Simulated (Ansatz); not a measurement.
Start from BN in the zinc blende structure (space group F-43m, No. 216; a = 3.605 Å).

It is then changed as follows: an isotropic linear strain of −2.79 %; the atoms relax in the strained cell.

Calculations: Ansatz (a quantum-chemistry and plane-wave program) PBEsol, no spin-orbit coupling, earlier PAW set.

Base, band edges from the VBM (valence, conduction): X -4.98, 4.29; W -6.64, 9.48; L -1.97, 10.19; Γ 0.00, 8.80; K -4.14, 6.78; U -4.14, 6.78 eV.

### Question
Give the band edges at the high-symmetry points of the new zone, measured from its valence-band maximum.

### Answer
```csv
point,valence edge (eV),conduction edge (eV)
Γ,0.00,9.20
X,-5.42,4.38
U,-4.51,7.03
K,-4.51,7.03
L,-2.14,11.14
W,-7.27,9.84
```

The gap is 4.38 eV, indirect, Γ → X.

No phonon test of stability was made.
